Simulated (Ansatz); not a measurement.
The parent structure is MgS in the rock salt structure (space group Fm-3m, No. 225; a = 5.182 Å).

Method: PBEsol/PAW in Ansatz (a quantum-chemistry and plane-wave program), spin-orbit coupling left out.

Base values:

| Property | Value |
|---|---|
| Valley order | X along ⟨100⟩ 2.73 eV; Γ 3.69 eV |

One thing is altered: hole doping at 7.0×10^20 cm⁻³ (0.0244 per cell), with a uniform compensating background at fixed cell and a 300 K Fermi–Dirac width.

**Question.** Predict the new Fermi level from band edge and valley order.

**Answer.** The Fermi level relative to the doped band's edge (positive inside the band; to 0.05 eV) is +0.05 eV; the valley order (the lowest conduction-band minima on the path, energy above the VBM, named in the base's zone) goes from X along ⟨100⟩ 2.73 eV; Γ 3.69 eV to X along ⟨100⟩ 2.75 eV; Γ 3.71 eV.

Charged cell with a jellium background: band edges are those of the host's band count, energies are not comparable with the neutral cell, and many-body gap narrowing is missing. The levels and masses belong to the bands next to the band gap. Whether these cells are dynamically stable was not tested.
